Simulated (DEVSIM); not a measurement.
Structure: illuminated Si n-on-p cell, one wavelength, at 300 K.

Layer 1 from the left is Si, thickness (μm) 0.300, Nd (cm⁻³) 1e19, τn (s) 1.4e-8, τp (s) 6.8e-8, absorption coefficient (cm⁻¹) 32000. Layer 2 from the left is Si, thickness (μm) 50.0, Na (cm⁻³) 1.4e16, τn (s) 1.2e-7, τp (s) 1.2e-7, absorption coefficient (cm⁻¹) 32000.

Left contact: ohmic, minority hole recombination velocity 3000 cm/s. Right contact: ohmic, minority electron recombination velocity 3000 cm/s. Voltage is applied to the left contact. Recombination: SRH at mid-gap, radiative, Auger. Gap narrowing is on: ΔEg = 6.92 meV × (l + √(l² + 0.5)), l = ln(N/1.3e17 cm⁻³), shared equally by both band edges. Light enters at the left, 1.5e17 photons cm⁻² s⁻¹, one pass, no reflection. Mobility is μmin + (μ − μmin)/(1 + (N/Nref)^α).

Constants are typed, rounded textbook-type inputs, not results; the design itself was drawn at random and stands for no fabricated device. Values at 300 K.

Si: gap (eV) 1.124, affinity (eV) 4.05, permittivity 11.7, Nc (cm⁻³) 2.86e19, Nv (cm⁻³) 3.1e19, μn (cm²/Vs) 1417, μp (cm²/Vs) 470, μn,min 52, μp,min 45, Nref,n 9.7e16, Nref,p 2.2e17, αn 0.68, αp 0.72, B (cm³/s) 4.7e-15, Cn (cm⁶/s) 2.8e-31, Cp (cm⁶/s) 9.9e-32.

Model (solved in DEVSIM): 1D drift-diffusion, Boltzmann statistics, complete ionisation; no tunnelling, impact ionisation, image-force lowering or self-heating.

Dark forward current:

```
|V| (V)  |J| (A/cm²)
-------  -----------
0.05        2.984e-8
0.10        1.063e-7
0.15        3.185e-7
0.20        9.327e-7
0.25        2.825e-6
0.30        9.358e-6
0.35        3.617e-5
0.40       0.0001696
0.45       0.0009437
0.50        0.005859
0.55         0.03837
0.60          0.2511
0.65           1.441
0.70           5.684
0.75           15.23
0.80           33.87
0.85           72.34
0.90           154.4
0.95           320.9
1.00           629.1
1.05            1147
1.10            1940
1.15            3053
```

Problem. Work out the local ideality factor n = ΔV / (kT/q · ln(J2/J1)) between the rows 0.15 and 0.20 V, 0.50 and 0.55 V, 1.10 and 1.15 V.

Solution. kT/q = 25.85 mV. From 0.15 to 0.20 V: ln(9.327e-7/3.185e-7) = 1.074, n = 1.80. From 0.50 to 0.55 V: ln(0.03837/0.005859) = 1.879, n = 1.03, near the 1 of diffusion or emission over a barrier. From 1.10 to 1.15 V: ln(3053/1940) = 0.453, n = 4.27.

Problem. What current could the absorbed light give at most, and what share is collected?

Solution. Σ αd = 161, so qΦ(1 − exp(−Σ αd)) = 24.0 mA/cm². The simulated short-circuit current is 23.43 mA/cm², a share of 0.97.

Problem. Estimate the open-circuit voltage by superposition: the voltage at which the dark current equals that short-circuit current.

Solution. Interpolating ln J in the table gives 0.537 V. The simulation gives 0.537 V, the same within the digits that matter. Superposition holds where collection doesn't change with voltage.

Problem. Estimate the fill factor from FF0 = (v − ln(v + 0.72))/(v + 1), v = qVoc/(nkT), with n from the dark curve.

Solution. The rows about Voc, 0.50 and 0.55 V, give n = 1.03, so v = 20.2 and FF0 = 0.809. The simulation gives 0.807, the same within the digits that matter.
